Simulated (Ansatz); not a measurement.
A structure of GaN (wurtzite start, 16-atom cell) (held in this type by symmetry, stable or not) off equilibrium:

```yaml
crystal:
  lattice:
    - [6.44000, 0.00000, 0.00000]
    - [0.00000, 5.57720, 0.00000]
    - [0.00000, 0.00000, 5.24000]
  atoms:
    - { symbol: Ga, position: [0.00000, 0.33333, 0.00000] }
    - { symbol: Ga, position: [0.50000, 0.33333, 0.00000] }
    - { symbol: Ga, position: [0.25000, 0.83333, 0.00000] }
    - { symbol: Ga, position: [0.75000, 0.83333, 0.00000] }
    - { symbol: Ga, position: [0.25000, 0.16667, 0.50000] }
    - { symbol: Ga, position: [0.75000, 0.16667, 0.50000] }
    - { symbol: Ga, position: [0.50000, 0.66667, 0.50000] }
    - { symbol: Ga, position: [0.00000, 0.66667, 0.50000] }
    - { symbol: N, position: [0.00000, 0.33333, 0.37600] }
    - { symbol: N, position: [0.50000, 0.33333, 0.37600] }
    - { symbol: N, position: [0.25000, 0.83333, 0.37600] }
    - { symbol: N, position: [0.75000, 0.83333, 0.37600] }
    - { symbol: N, position: [0.25000, 0.16667, 0.87600] }
    - { symbol: N, position: [0.75000, 0.16667, 0.87600] }
    - { symbol: N, position: [0.50000, 0.66667, 0.87600] }
    - { symbol: N, position: [0.00000, 0.66667, 0.87600] }
```

These are PBE (plane waves to 420 eV, PAW; Ansatz, a quantum-chemistry and plane-wave program) values and carry that method's errors. Spin–orbit coupling is left out. Its k-point mesh 3×4×4, Fermi–Dirac width 0.01 eV.

### Question
What forces act on the atoms (eV/Å, in the order given), and what is the pressure?

### Answer
```tsv
atom	Fx	Fy	Fz
Ga1	0.000	0.000	-0.051
Ga2	0.000	0.000	-0.051
Ga3	0.000	0.000	-0.051
Ga4	0.000	0.000	-0.051
Ga5	0.000	0.000	-0.051
Ga6	0.000	0.000	-0.051
Ga7	0.000	0.000	-0.051
Ga8	0.000	0.000	-0.051
N9	0.000	0.000	0.051
N10	0.000	0.000	0.051
N11	0.000	0.000	0.051
N12	0.000	0.000	0.051
N13	0.000	0.000	0.051
N14	0.000	0.000	0.051
N15	0.000	0.000	0.051
N16	0.000	0.000	0.051
```

Pressure: -0.09 GPa.
